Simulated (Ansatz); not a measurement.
The structure below was relaxed with LDA in Ansatz (plane waves to 420 eV, PAW, no spin-orbit coupling), at pressure 4.5 GPa.

Space group I-42d (No. 122); a = 5.293 Å, b = 5.293 Å, c = 10.465 Å, α = 90.00°, β = 90.00°, γ = 90.00°

| atom | site | symmetry | x | y | z |
|---|---|---|---|---|---|
| Zn | 4a | -4.. | 0.0000 | 0.0000 | 0.0000 |
| Ge | 4b | -4.. | 0.0000 | 0.0000 | 0.5000 |
| P | 8d | .2. | 0.2494 | 0.2500 | 0.1250 |

Q: Write out a cell with all atoms.

A: 
```
ZnGeP2
1.0
    5.29279     0.00000     0.00000
    0.00000     5.29279     0.00000
    0.00000     0.00000    10.46473
Zn Ge P
4 4 8
Direct
  0.00000   0.00000   0.00000
  0.00000   0.50000   0.25000
  0.50000   0.50000   0.50000
  0.50000   0.00000   0.75000
  0.50000   0.50000   0.00000
  0.50000   0.00000   0.25000
  0.00000   0.00000   0.50000
  0.00000   0.50000   0.75000
  0.75056   0.75000   0.12500
  0.25000   0.74944   0.37500
  0.24944   0.25000   0.12500
  0.75000   0.25056   0.37500
  0.25056   0.25000   0.62500
  0.75000   0.24944   0.87500
  0.74944   0.75000   0.62500
  0.25000   0.75056   0.87500
```
This is the conventional cell.

Load acts through the strain it causes; cell and atoms are relaxed under it. Whether these cells are dynamically stable was not tested. The cell was made from ZnGeP2 in the chalcopyrite structure (space group I-42d, No. 122) by this change: pressure 4.5 GPa.

Ansatz is a quantum-chemistry and plane-wave program.
